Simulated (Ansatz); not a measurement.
Levels about the gap of amorphous hafnia (Hf$_{18}$O$_{35}$) (53 atoms in a cell of 661 Å³, 9.47 g/cm³; zone centre alone, so wide bands show as single levels with stretches between that a denser mesh fills), at the geometry that PBE relaxed, where it gives -0.7 GPa on a denser mesh. Exact exchange is cut at the faces of this small cell, which leaves a finite-size error. The participation number counts the atoms over which a state spreads; weights are charges in smoothed Voronoi cells. The levels come from a single point, so bond lengths are those of that geometry. Method of the levels: HSE06, scalar-relativistic without spin-orbit coupling (Ansatz, a quantum-chemistry and plane-wave program). Sampling: the zone centre alone; Fermi-Dirac width 0.01 eV; collinear spin, started from moments on atoms (the moments died out). The usual formal charges leave 2 electrons over, so the level spacing at the Fermi energy parts defect or band states and needn't be the band gap. With spare charge at the zone centre alone, a hybrid can open a spacing that a denser mesh would close.

It comes from a melt-quench run on a machine-learned potential (CHGNet), relaxed afterwards by DFT. O atoms were pushed apart under 1.9 Å during the dynamics, to hinder bonds among them. The hot cell started wider than the set density and was brought back towards it in steps. It is the lowest in DFT energy of 4 quenches. It is a model cell: composition and starting density were chosen by hand, and all elements were melted together. No dispersion term was used. Its density started from a set value of 9.47 and ended at 9.47 g/cm³. The simulated quench (nominally 73 K/ps over its main leg) is rapid and tends to freeze in more defects than a deposited or slowly cooled glass has. A cell of this size samples the disorder only roughly. The volume was held where the preparation left it and the shape relaxed, at a PBE pressure of -0.7 GPa (tension). Stress components on the final sampling reach 0.7 GPa.

```json
[
 {"E - E(highest filled), eV": "-4.14", "filling": "filled", "spin": "up", "participation number": "13.4", "largest on": "O, 4 neighbours", "weight O": "0.95", "weight Hf": "0.05"},
 {"E - E(highest filled), eV": "-4.04", "filling": "filled", "spin": "dn", "participation number": "7.9", "largest on": "O, 3 neighbours", "weight O": "0.96", "weight Hf": "0.04"},
 {"E - E(highest filled), eV": "-4.04", "filling": "filled", "spin": "up", "participation number": "7.9", "largest on": "O, 3 neighbours", "weight O": "0.96", "weight Hf": "0.04"},
 {"E - E(highest filled), eV": "-4.02", "filling": "filled", "spin": "dn", "participation number": "5.2", "largest on": "O, 3 neighbours", "weight O": "0.95", "weight Hf": "0.05"},
 {"E - E(highest filled), eV": "-4.02", "filling": "filled", "spin": "up", "participation number": "5.2", "largest on": "O, 3 neighbours", "weight O": "0.95", "weight Hf": "0.05"},
 {"E - E(highest filled), eV": "0.00", "filling": "filled", "spin": "up", "participation number": "7.2", "largest on": "Hf, 6 neighbours", "weight O": "0.33", "weight Hf": "0.67"},
 {"E - E(highest filled), eV": "0.00", "filling": "filled", "spin": "dn", "participation number": "7.2", "largest on": "Hf, 6 neighbours", "weight O": "0.33", "weight Hf": "0.67"},
 {"E - E(highest filled), eV": "1.54", "filling": "empty", "spin": "dn", "participation number": "22.7", "largest on": "Hf, 6 neighbours", "weight O": "0.42", "weight Hf": "0.58"},
 {"E - E(highest filled), eV": "1.54", "filling": "empty", "spin": "up", "participation number": "22.7", "largest on": "Hf, 6 neighbours", "weight O": "0.42", "weight Hf": "0.58"},
 {"E - E(highest filled), eV": "1.70", "filling": "empty", "spin": "up", "participation number": "19.3", "largest on": "Hf, 7 neighbours", "weight O": "0.40", "weight Hf": "0.60"},
 {"E - E(highest filled), eV": "1.70", "filling": "empty", "spin": "dn", "participation number": "19.3", "largest on": "Hf, 7 neighbours", "weight O": "0.40", "weight Hf": "0.60"},
 {"E - E(highest filled), eV": "1.90", "filling": "empty", "spin": "up", "participation number": "24.8", "largest on": "Hf, 6 neighbours", "weight O": "0.39", "weight Hf": "0.61"},
 {"E - E(highest filled), eV": "1.90", "filling": "empty", "spin": "dn", "participation number": "24.8", "largest on": "Hf, 6 neighbours", "weight O": "0.39", "weight Hf": "0.61"},
 {"E - E(highest filled), eV": "1.98", "filling": "empty", "spin": "up", "participation number": "30.9", "largest on": "Hf, 6 neighbours", "weight O": "0.45", "weight Hf": "0.55"}
]
```

Most localised among these is the filled level at -4.02 eV, on a O atom, which has 3 neighbours (Hf 2.13 Å, Hf 2.17 Å, Hf 2.19 Å).
